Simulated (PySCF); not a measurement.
PySCF 2.14.0, BP86/def2-svp, df: C[Si](Cl)Cl, charge +1, multiplicity 1, 7 atoms. The geometry is a generated start, not checked to be a minimum at this level.

```
Item                          Result
-------------------  ---------------
task                          energy
method                          bp86
basis                       def2-svp
two-electron scheme  density fitting
mol.max_memory               3000 MB
mf.max_cycle                     100
mf.init_guess        minao (default)
mf.DIIS              CDIIS (default)
mf.diis_space            8 (default)
mf.conv_tol          1e-09 (default)
mf.grids.level           3 (default)
basis functions                   83
grid points                   100488
```

```xyz
7

C     -0.8800    -0.2208    -0.0091
Si     0.9436     0.2180     0.0044
Cl     2.3038    -1.1772    -0.0103
Cl     1.4668     2.0956     0.0383
H     -1.3642     0.0638     0.9286
H     -1.0544    -1.2899    -0.1520
H     -1.4156     0.3105    -0.8000
```

Charge 1 and multiplicity 1 are set for this test and not shown to be the ground state.

One run each on 2 threads, 1 BLAS thread. Values of level_shift (Hartree) tried: 0 (default), 0.1, 0.3, 1.

Q: Which value of level_shift (Hartree) needs the fewest Fock builds, and what happens away from it?

A: Fewest Fock builds, within one of each other: 0 (default) with 12, 0.1 with 12. The count rises to 39 at 1. All converge to one solution.

```
level_shift (Hartree)  Fock builds            end
---------------------  -----------  -------------
0 (default)                     12  same solution
0.1                             12  same solution
0.3                             16  same solution
1                               39  same solution
```
